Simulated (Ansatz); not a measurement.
**Response to strain in Ir**

Start from Ir in the fcc (Cu type) structure (space group Fm-3m, No. 225; a = 3.831 Å; relaxed with 0.1 eV smearing). Axes: x, y, z lie along the cube axes.

Strains are applied to the cell and any free atomic positions relax; under biaxial strain the out-of-plane vector relaxes too.

All numbers come from PBEsol in Ansatz (plane waves to 420 eV, PAW, no spin-orbit coupling).

Notes on the quantities. in-plane stress: mean in-plane stress (compression positive).

```tsv
variant	out-of-plane strain	in-plane stress
biaxial strain −2.50 %, plane normal [111], relaxed out of plane	+1.32 %	+25.2 GPa
biaxial strain −2.08 %, plane normal [111], relaxed out of plane	+1.09 %	+20.4 GPa
biaxial strain −1.67 %, plane normal [111], relaxed out of plane	…	+16.0 GPa
biaxial strain −1.25 %, plane normal [111], relaxed out of plane	+0.65 %	+11.6 GPa
biaxial strain −0.42 %, plane normal [111], relaxed out of plane	+0.22 %	+3.7 GPa
biaxial strain +0.42 %, plane normal [111], relaxed out of plane	-0.21 %	…
biaxial strain +0.83 %, plane normal [111], relaxed out of plane	-0.42 %	-6.8 GPa
biaxial strain +2.08 %, plane normal [111], relaxed out of plane	…	-15.6 GPa
biaxial strain +2.50 %, plane normal [111], relaxed out of plane	-1.26 %	-18.3 GPa
```

Q: Fill in the withheld entries from the trend.

A: 
- biaxial strain −1.67 %, plane normal [111], relaxed out of plane, out-of-plane strain: +0.87 %
- biaxial strain +0.42 %, plane normal [111], relaxed out of plane, in-plane stress: -3.5 GPa
- biaxial strain +2.08 %, plane normal [111], relaxed out of plane, out-of-plane strain: -1.05 %

No phonon test of stability was made. All final runs are without spin polarisation.

Ansatz is a quantum-chemistry and plane-wave program.
